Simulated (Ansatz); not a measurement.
Worked example: self-consistent single point of NaH (Fm-3m, 2 atoms in the cell) in Ansatz (a program for electronic structure).

Method: PBE (plane waves, PAW; Ansatz).

```yaml
crystal:
  lattice:
    - [0.00000, 2.42780, 2.42780]
    - [2.42780, 0.00000, 2.42780]
    - [2.42780, 2.42780, 0.00000]
  atoms:
    - { symbol: Na, position: [0.00000, 0.00000, 0.00000] }
    - { symbol: H, position: [0.50000, 0.50000, 0.50000] }
```

Reference input (self-consistent single point, DFT, PBE, plane waves, default PAW files): basis.ecutwfc = 420 eV; kpoints.mp_grid.grid = 9 9 9; hamiltonian.xc = pbe; hamiltonian.pseudopotentials = {kind: paw} (the program's default PAW files); scf.occupations.method = fermi_dirac; scf.occupations.width = 0.01 eV. This run's input differs from it in these lines:

Ansatz 0.2 input:
```diff
@@ -11,3 +11,3 @@
 kpoints:
-  mp_grid: { grid: [9, 9, 9] }
+  mp_grid: { grid: [25, 25, 25] }
 hamiltonian:
```

Log, with long lists cut:

```
SCF iter   1: F=—  HF=-1502.680276 eV  |F-HF|=—  |Δ(HF+E_count)|=         —  Δρ=4.69e-4  dr2=4.70e-5  ethr=1.77e-3  ⟨swp⟩=6.0  Hψ=27756  notcnv=0
all-band conjugate gradients solve this SCF's bands
preconditioner: auto → none
SCF iter   2: F=—  HF=-1502.680112 eV  |F-HF|=—  |Δ(HF+E_count)|=   1.64e-4  Δρ=3.40e-4  dr2=2.64e-5  ethr=4.70e-7  ⟨swp⟩=2.4  Hψ=12033  notcnv=0
SCF iter   3: F=—  HF=-1502.680143 eV  |F-HF|=—  |Δ(HF+E_count)|=   3.03e-5  Δρ=1.90e-4  dr2=6.48e-6  ethr=2.64e-7  ⟨swp⟩=2.6  Hψ=7875  notcnv=0
SCF iter   4: F=—  HF=-1502.680140 eV  |F-HF|=—  |Δ(HF+E_count)|=   2.46e-6  Δρ=5.92e-5  dr2=6.49e-7  ethr=6.48e-8  ⟨swp⟩=2.3  Hψ=6351  notcnv=0
SCF iter   5: F=—  HF=-1502.680141 eV  |F-HF|=—  |Δ(HF+E_count)|=   6.88e-7  Δρ=7.30e-5  dr2=1.24e-6  ethr=6.49e-9  ⟨swp⟩=2.0  Hψ=6370  notcnv=0
SCF iter   6: F=—  HF=-1502.680140 eV  |F-HF|=—  |Δ(HF+E_count)|=   4.27e-7  Δρ=2.93e-5  dr2=1.97e-7  ethr=6.49e-9  ⟨swp⟩=1.8  Hψ=4444  notcnv=0
SCF iter   7: F=-1502.680140 eV  HF=-1502.680140 eV  |F-HF|=6.83e-9  |Δ(HF+E_count)|=   7.70e-8  Δρ=6.96e-6  dr2=1.08e-8  ethr=1.00e-9  ⟨swp⟩=3.9  Hψ=10870  notcnv=0
SCF 1 converged in 7 iterations: F = -1502.680140 eV  dr2 = 1.08e-8
Free energy (F): -1502.680140 eV
Internal energy: -1502.680140 eV  (E = F + TS)
E sigma→0 (E₀):  -1502.680140 eV
Fermi energy:    2.636196 eV
--- Forces (eV/Å), atoms counted from 1 ---
  atom   1  Na    -0.00000000     0.00000000    -0.00000000
  atom   2  H      0.00000000     0.00000000     0.00000000
--- Stress (GPa, compression-positive) ---
       -0.331869       0.000000       0.000000
        0.000000      -0.331869       0.000000
        0.000000       0.000000      -0.331869
  P = ⅓ Tr σ = -0.3319 GPa (-3.319 kbar)
  The stress holds the Pulay correction. Without it, at fixed plane waves, as pw.x and ABINIT print it: P = -0.3960 GPa
```

The run converged in 7 iterations. Against the reference run the free energy is nearly the same (within 1 meV/atom), the pressure stays at -0.33 GPa and the gap on the mesh goes from 4.039 to 3.780 eV.

The starting cell has typed, rounded lattice constants, without a prior relaxation at this level. Its lattice was rescaled by up to half a per cent. Ansatz's pressure includes its estimate of the finite-basis (Pulay) stress.
